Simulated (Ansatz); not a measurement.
InAs, response to strain

Consider InAs in the zinc blende structure (space group F-43m, No. 216; a = 6.026 Å). Axes: x, y, z lie along the cube axes.

Strains are applied to the cell and any free atomic positions relax; under biaxial strain the out-of-plane vector relaxes too.

Method: LDA/PAW in Ansatz (an electronic-structure program), scalar-relativistic without spin-orbit coupling.

Notes on the quantities. energy relative to the base: free energy F.

| change | energy relative to the base | shortest interatomic distance |
|---|---|---|
| base | 0 meV/atom | 4.931 bohr |
| biaxial strain −3.00 %, plane normal [001], relaxed out of plane | +13 meV/atom | 4.889 bohr |
| biaxial strain −2.50 %, plane normal [001], relaxed out of plane | +8.8 meV/atom | 4.896 bohr |
| biaxial strain −2.00 %, plane normal [001], relaxed out of plane | ? | ? |
| biaxial strain −1.50 %, plane normal [001], relaxed out of plane | +3.1 meV/atom | 4.910 bohr |
| biaxial strain −1.00 %, plane normal [001], relaxed out of plane | +1.4 meV/atom | 4.917 bohr |
| biaxial strain −0.50 %, plane normal [001], relaxed out of plane | +0.3 meV/atom | 4.924 bohr |
| biaxial strain +0.50 %, plane normal [001], relaxed out of plane | +0.3 meV/atom | 4.938 bohr |

Problem. Complete the table.

Solution. 
- biaxial strain −2.00 %, plane normal [001], relaxed out of plane, energy relative to the base: +5.6 meV/atom
- biaxial strain −2.00 %, plane normal [001], relaxed out of plane, shortest interatomic distance: 4.903 bohr

The mesh was chosen for an insulator and is coarse for the gapless case. Stability against distortions was not tested. The final runs are not spin-polarised.
